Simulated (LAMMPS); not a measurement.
Surface tension of liquid Ti over temperature.

Model: classical MD, pair style meam/spline, file Ti.meam.spline; code LAMMPS.

```
T (K)  surface tension  excess energy
-----  ---------------  -------------
1940   1.18 ± 0.03 N/m       1.4 J/m²
2230   1.24 ± 0.02 N/m       1.4 J/m²
2620   1.21 ± 0.02 N/m       1.4 J/m²
```

Uncertainties are statistical and leave out the potential's own error.
